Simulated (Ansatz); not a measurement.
Consider Rb in the bcc (W type) structure (space group Im-3m, No. 229; a = 5.5713 Å; relaxed with 0.1 eV smearing). Axes: x, y, z lie along the cube axes.

The values are results of plane-wave PAW DFT at the PBEsol level (Ansatz, a quantum-chemistry and plane-wave program, 420 eV), scalar-relativistic without spin-orbit coupling, not measurements.

The change: biaxial strain +0.50 %, plane normal [001], relaxed out of plane (Cartesian); in-plane vectors clamped, the third vector and the atoms free.

Task: Predict the new out-of-plane strain and in-plane stress.

Result: The out-of-plane strain comes out as -0.82 %; the mean in-plane stress (compression positive) amounts to 0.0 GPa.

Stability against distortions was not tested. The final runs are not spin-polarised.
